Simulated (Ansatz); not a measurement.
# Quick settings and what they miss: LaAl₂Ge₂ (P-3m1, 5 atoms in the cell)

Self-consistent single point.

```xyz
5
Lattice="4.3471 0.0000 0.0000 -2.1736 3.7647 0.0000 0.0000 0.0000 7.1920" Properties=species:S:1:pos:R:3 pbc="T T T"
La     0.0000     0.0000     0.0000
Al     2.1736     1.2549     2.6198
Al     0.0000     2.5098     4.5721
Ge     2.1736     1.2549     5.2280
Ge     0.0000     2.5098     1.9640
```

Method of the run: PBEsol, harder PAW files (source: ansatz) made with PBE (plane waves; Ansatz, a first-principles code).

Base settings: basis.ecutwfc = 900 eV; kpoints.mp_grid.grid = 7 7 4; hamiltonian.xc = pbesol; hamiltonian.pseudopotentials = {kind: paw, source: ansatz}; scf.occupations.method = gaussian; scf.occupations.width = 0.2 eV.

Tight run (finer mesh or higher cutoff; not a proven limit): basis.ecutwfc: 900 eV → 1260 eV; kpoints.mp_grid.grid: 7 7 4 → 10 10 6; scf.convergence.dr2_threshold: default (1e-07 eV) → 1e-09 eV. It gave Fermi level (on the code's own zero) 10.08 eV; pressure -4.30 GPa; largest force (vector length) 0.085 eV/Å.

Quick runs, as changes from the base:
- A: the base itself
- B: basis.ecutwfc: 900 eV → 450 eV; kpoints.mp_grid.grid: 7 7 4 → 8 8 8
- C: basis.ecutwfc: 900 eV → 630 eV; kpoints.mp_grid.grid: 7 7 4 → 8 8 8

Energies are extrapolated to zero smearing width, which holds to low order in the width alone.

Dashes: time of A, under 30 s.

The count of work is k-points × plane waves × bands × iterations; it is no time. Core times come from one kind of shared machine and are given to one figure; runs under 30 s give none.

Pressures in the table are Ansatz's without its Pulay estimate, at a fixed set of plane waves; the tight run's value above holds the estimate.

The starting cell comes from a database of computed structures (which also holds hypothetical and non-ambient phases and stackings), without a prior relaxation at this level. Its lattice was rescaled by a random factor within 2.5 % of one. In the base run, with a pressure of about -4 GPa the cell is away from its equilibrium volume at this level.

```tsv
run	energy less tight (meV/atom)	pressure less tight (GPa)	largest miss in a force vector (eV/Å)	count of work / tight	core time / tight (rough)
A	-0.6	-0.01	0.056	0.22	–
B	2251.1	-87.41	0.028	0.15	0.4
C	36.4	-2.93	0.029	0.29	0.4
```

Among the runs at the tight run's level, the energy misses run from 0.6 to 2251.1 meV/atom.

Left out of this page: 3 runs of the series unsound by tests on forces, stress, charge or solver warnings.

Keys are those of Ansatz 0.2.
